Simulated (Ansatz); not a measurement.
Spacing of the highest filled and lowest empty level at the zone centre in eight small model glasses of hand-chosen composition and density, fast-quenched (anions pushed apart in CHGNet runs), each at its PBE geometry, by PBE and by r2SCAN (Ansatz, an electronic-structure program, plane waves, PAW). The cells are the first eight to finish that balance their formal charges, show no moments and no lower geometry on charging where those were tested, and have a gap at both levels; defect levels can set the spacings.

```csv
cell,quench by,pressure (GPa),levels at the gap,PBE (eV),"experiment, tabulated (eV)"
Zr20O43In2,CHGNet,-4.7,spread,3.22,-
Zr20O45Nb2,CHGNet,0.1,spread,3.26,-
Si24O51Sb2,CHGNet,1.9,localised at the filled edge,4.38,-
Hf18O37Li2,CHGNet,-2.6,localised at the filled edge,3.81,-
Ga24O37Na2,CHGNet,1.4,localised at the filled edge,1.67,-
In9Ga9Zn9O38Sn,CHGNet,0.5,localised at the filled edge,0.82,-
Si24O50Hf,CHGNet,-2.2,localised at the filled edge,4.70,-
Ti20O41Ba,CHGNet,0.2,localised at the empty edge,2.70,-
```

**Question.** What does r2SCAN give, and how does it move these values against PBE?

**Answer.** Zr20O43In2 3.72, Zr20O45Nb2 3.67, Si24O51Sb2 4.94, Hf18O37Li2 4.25, Ga24O37Na2 2.18, In9Ga9Zn9O38Sn 1.31, Si24O50Hf 5.39, Ti20O41Ba 3.01 eV. It raises them by +0.31 to +0.69 eV, +0.49 eV on average. A straight line through the eight gives r2SCAN = 1.03 × PBE +0.39 eV, with a scatter of 0.10 eV.
